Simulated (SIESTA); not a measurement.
**Worked example: self-consistent single point of the (110) slab of CaHN (cut from a parent of space group no. 107; 12 atoms in the cell) in SIESTA**

Method: LDA PW92, numerical atomic orbitals DZP, PseudoDojo LDA standard norm-conserving potentials (rewritten from UPF to PSML) run with SIESTA 5.4.2.

Input as run:

```
# files in the folder: Ca.psml H.psml N.psml (PseudoDojo LDA standard)
SystemName  CaHN
SystemLabel siesta

NumberOfAtoms                12
NumberOfSpecies              3
%block ChemicalSpeciesLabel
  1 20 Ca
  2 1 H
  3 7 N
%endblock ChemicalSpeciesLabel
LatticeConstant              1.0 Bohr
%block LatticeVectors
     7.120588193    0.000000000    0.000000000
    -6.205104703    7.061490788    0.000000000
     0.000000000    0.000000000   40.556757846
%endblock LatticeVectors
AtomicCoordinatesFormat      ScaledCartesian
%block AtomicCoordinatesAndAtomicSpecies
     0.499857863    6.696270484   13.228073252  1
     3.602410214    3.165525090   17.928195919  1
     0.499857863    6.696270484   22.628561926  1
     3.602410214    3.165525090   27.328684593  1
     2.893467970    2.542560373   13.228073252  2
    -0.209084381    6.073305767   17.928195919  2
     2.893467970    2.542560373   22.628561926  2
    -0.209084381    6.073305767   27.328684593  2
    -2.767849966    3.824856485   13.228073252  3
     0.334702386    0.294111091   17.928195919  3
    -2.767849966    3.824856485   22.628561926  3
     0.334702386    0.294111091   27.328684593  3
%endblock AtomicCoordinatesAndAtomicSpecies

XC.functional                LDA
XC.authors                   PW92
PAO.BasisSize                DZP
PAO.EnergyShift              0.01 Ry
MeshCutoff                   400 Ry
%block kgrid.MonkhorstPack
    4   0   0  0.0
    0   4   0  0.0
    0   0   1  0.0
%endblock kgrid.MonkhorstPack
OccupationFunction           FD
ElectronicTemperature        50.0 meV

MaxSCFIterations             150
SCF.Mixer.Method             Broyden
SCF.Mixer.Weight             0.2
SCF.Mixer.History            6
SCF.DM.Tolerance             1.0E-04
Diag.ParallelOverK           true
WriteForces                  true
```

The program printed (abridged):

```
reinit: Reading from file input.fdf

reinit: System Name: CaHN
reinit: System Label: siesta

coor:   Atomic-coordinates input format  =     Cartesian coordinates
coor:                                          (in units of alat)

siesta: Atomic coordinates (Bohr) and species
siesta:      0.49986   6.69627  13.22807  1        1
siesta:      3.60241   3.16553  17.92820  1        2
siesta:      0.49986   6.69627  22.62856  1        3
siesta:      3.60241   3.16553  27.32868  1        4
siesta:      2.89347   2.54256  13.22807  2        5
siesta:     -0.20908   6.07331  17.92820  2        6
siesta:      2.89347   2.54256  22.62856  2        7
siesta:     -0.20908   6.07331  27.32868  2        8
siesta:     -2.76785   3.82486  13.22807  3        9
siesta:      0.33470   0.29411  17.92820  3       10
siesta:     -2.76785   3.82486  22.62856  3       11
siesta:      0.33470   0.29411  27.32868  3       12

siesta: System type = slab

initatomlists: Number of atoms, orbitals, and projectors:     12   108   124

siesta: ******************** Simulation parameters ****************************
redata: Spin configuration                          = none
redata: Time-Reversal Symmetry                      = T
redata: Number of Atomic Species                    =        3
redata: Mesh Cutoff                                 =   400.0000 Ry
redata: Net charge of the system                    =     0.0000 |e|
redata: Min. number of SCF Iter                     =        0
redata: Max. number of SCF Iter                     =      150
redata: SCF convergence failure will abort job
redata: SCF mix quantity                            = Hamiltonian
redata: Mix DM or H after convergence               =   F
redata: Recompute H after scf cycle                 =   F
redata: Mix DM in first SCF step                    =   T
redata: No kicks to SCF
redata: DM Mixing Weight for Kicks                  =     0.5000
   [... lines left out ...]
diag: Parallel distribution                         =     1 x     1
diag: Used triangular part                          = Lower
diag: Absolute tolerance                            =  0.100E-15
diag: Orthogonalization factor                      =  0.100E-05
diag: Memory factor                                 =  1.0000

superc: Internal auxiliary supercell:     7 x     5 x     1  =      35
superc: Number of atoms, orbitals, and projectors:    420   3780   4340

                        Single-point calculation

superc: Internal auxiliary supercell:     7 x     5 x     1  =      35
superc: Number of atoms, orbitals, and projectors:    420   3780   4340

outcell: Unit cell vectors (Ang):
        3.768053    0.000000    0.000000
       -3.283600    3.736780    0.000000
        0.000000    0.000000   21.461712

outcell: Cell vector modules (Ang)   :    3.768053    4.974490   21.461712
outcell: Cell angles (23,13,12) (deg):     90.0000     90.0000    131.3066
outcell: Cell volume (Ang**3)        :    302.1892
new_DM -- step:     1
Initializing Density Matrix...

Attempting to read DM from file... Failed...
DM filled with atomic data:

InitMesh: MESH = 48 x 54 x 300 = 777600
InitMesh: Mesh cutoff (required, used) =   400.000   477.809 Ry

stepf: Fermi-Dirac step function
        iscf     Eharris(eV)        E_KS(eV)     FreeEng(eV)     dDmax    Ef(eV) dHmax(eV)
   scf:    1    -5327.349857    -5381.868098    -5381.868098  1.696214 -6.242594 14.483006
   scf:    2    -5405.187983    -5395.539586    -5395.539586  0.276423 -5.376361  6.484078
   scf:    3    -5398.138162    -5398.186307    -5398.186307  0.298918 -4.161172  1.109121
   scf:    4    -5398.397751    -5398.330800    -5398.330800  0.040754 -4.310246  0.606015
   scf:    5    -5398.412946    -5398.376196    -5398.376196  0.052652 -4.188657  0.142226
   scf:    6    -5398.379799    -5398.378259    -5398.378259  0.010995 -4.188998  0.039827
   scf:    7    -5398.377831    -5398.378338    -5398.378338  0.007866 -4.202215  0.084050
   scf:    8    -5398.378791    -5398.378717    -5398.378717  0.003418 -4.191936  0.010470
   scf:    9    -5398.378745    -5398.378733    -5398.378733  0.001403 -4.194350  0.001553
   scf:   10    -5398.378738    -5398.378735    -5398.378735  0.000638 -4.194774  0.001200
   scf:   11    -5398.378736    -5398.378736    -5398.378736  0.000197 -4.195114  0.000900
   scf:   12    -5398.378736    -5398.378736    -5398.378736  0.000092 -4.195355  0.000693
SCF Convergence by DM+H criterion
max |DM_out - DM_in|         :     0.0000919932
max |H_out - H_in|      (eV) :     0.0006928085
SCF cycle converged after 12 iterations

Using DM_out to compute the final energy and forces

siesta: E_KS(eV) =            -5398.3787

siesta: E_KS - E_eggbox =     -5398.3787

siesta: Atomic forces (eV/Ang):
     1    0.198647    0.174172   -0.243858
     2    0.445076    0.390526    0.027880
     3    0.445076    0.390526   -0.027880
     4    0.198647    0.174172    0.243858
     5   -0.654884   -0.575075   -0.300957
     6   -0.740268   -0.650798    0.011893
     7   -0.740268   -0.650798   -0.011893
     8   -0.654884   -0.575075    0.300957
     9    0.472995    0.417574    0.335646
    10    0.273610    0.241639   -0.041286
    11    0.273610    0.241639    0.041286
    12    0.472995    0.417574   -0.335646
   Tot   -0.009648   -0.003926    0.000000
   Max    0.740268
   Res    0.404707    sqrt( Sum f_i^2 / 3N )
   Max    0.740268    constrained

Stress tensor Voigt[x,y,z,yz,xz,xy] (kbar):      -20.70      -13.86       -8.31        0.00        0.00      -26.24
(Free)E + p*V (eV/cell)    -5395.6835
Target enthalpy (eV/cell)    -5398.3787

siesta: Program's energy decomposition (eV):
siesta: Ebs     =     -1336.586138
siesta: Eions   =      8505.747630
siesta: Ena     =      1748.434983
siesta: Ekin    =      2253.346047
siesta: Enl     =       226.215798
siesta: Eso     =         0.000000
siesta: Edftu   =         0.000000
siesta: DEna    =        31.733949
siesta: DUscf   =         5.939899
siesta: DUext   =         0.000000
siesta: Ex      =     -1037.032939
siesta: Ec      =      -121.268841
siesta: Exc     =     -1158.301781
siesta: Eharris =     -5398.378736
siesta: Etot    =     -5398.378736
siesta: FreeEng =     -5398.378736

siesta: Atomic forces (eV/Ang):
siesta:      1    0.198647    0.174172   -0.243858
siesta:      2    0.445076    0.390526    0.027880
siesta:      3    0.445076    0.390526   -0.027880
siesta:      4    0.198647    0.174172    0.243858
siesta:      5   -0.654884   -0.575075   -0.300957
siesta:      6   -0.740268   -0.650798    0.011893
siesta:      7   -0.740268   -0.650798   -0.011893
siesta:      8   -0.654884   -0.575075    0.300957
siesta:      9    0.472995    0.417574    0.335646
siesta:     10    0.273610    0.241639   -0.041286
siesta:     11    0.273610    0.241639    0.041286
siesta:     12    0.472995    0.417574   -0.335646
siesta: ----------------------------------------
siesta:    Tot   -0.009648   -0.003926    0.000000

siesta: Stress tensor (static) (eV/Ang**3):
siesta:    -0.012923   -0.016379   -0.000000
siesta:    -0.016379   -0.008648    0.000000
siesta:     0.000000    0.000000   -0.005187

siesta: Cell volume =        302.189170 Ang**3

siesta: Pressure (static):
siesta:                Solid            Molecule  Units
siesta:           0.00009714          0.00011126  Ry/Bohr**3
siesta:           0.00891915          0.01021526  eV/Ang**3
siesta:          14.29005690         16.36664559  kBar

siesta: Electric dipole (a.u.)  =   -0.000000   -0.000000   -0.000000
siesta: Electric dipole (Debye) =   -0.000000   -0.000000   -0.000000
```

The run converged in 12 iterations.

The starting cell comes from a database of computed structures (which also holds hypothetical and non-ambient phases and stackings), without a prior relaxation at this level. The slab is cut from that crystal, and its faces are unrelaxed. Its lattice was rescaled by up to half a per cent. Spin polarisation is off, though cut faces can carry moments; a gap of a slab can lie between surface states. Values carry the incompleteness of an atom-centred basis.

Cost on one core of a shared machine: roughly 40 s.
